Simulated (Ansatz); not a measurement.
**Ca3GeO: strain tensor (xx, yy, zz, yz, xz, xy) = (−1.76, −1.02, −0.94, −0.24, −0.60, −0.35) %**

The reference is Ca3GeO in the anti-perovskite structure (space group Pm-3m, No. 221; a = 4.670 Å). Axes: x, y, z lie along the cube axes.

Perturbation: strain tensor (xx, yy, zz, yz, xz, xy) = (−1.76, −1.02, −0.94, −0.24, −0.60, −0.35) %, atoms relaxed at fixed cell.

Computed with PBEsol (Ansatz, a first-principles code; PAW; 420 eV plane waves; no spin-orbit coupling). Settings: 10×10×10 k-points, 0.05 eV Fermi–Dirac smearing.

```tsv
quantity	base	changed	shift
volume per atom	20.37 Å³	19.62 Å³	-0.75 Å³
shortest interatomic distance	2.335 Å	2.294 Å	-0.041 Å
energy relative to the base (free energy F)	0 meV/atom	+6.9 meV/atom	+6.9 meV/atom
band gap	zero	zero	–
stress (xx, yy, zz, yz, xz, xy; compression positive) (rough)	–	(3.2, 2.3, 2.2, 0.3, 0.7, 0.4) GPa	–
```

Without a gap, meshes like the base's 10×10×10 leave anisotropic stresses uncertain by several tenths of a GPa, and small strain energies with them. No phonon test of stability was made. The final runs are not spin-polarised. A zero or small gap of Ca3GeO can be the functional's error rather than a property of the material.
